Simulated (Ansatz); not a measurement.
**Cubic perovskite CsPbCl3 (cubic high-temperature phase)**

Method: PBE-D3(BJ) (Ansatz, an electronic-structure program, plane waves, PAW).

Numerical settings: plane-wave cutoff 500 eV, 6×6×6 k mesh, gaussian smearing 0.02 eV, scalar-relativistic PAW data made under PBE.

Cell: relaxed at this level.

For cubic perovskite CsPbCl3 (cubic high-temperature phase), the volume per atom is 36.41 Å³/atom and the equilibrium lattice constant a comes out as 5.668 Å. The band gap is 2.07 eV (on the SCF k mesh).

Note: the relaxation could not lower the start's symmetry, so the cell can be a saddle point above a distorted one.

Spin–orbit coupling is not included; with these elements it can move the gap by several tenths of an eV or more.

Static lattice: no zero-point or thermal effects.

The result took around 26 core-seconds (rough).
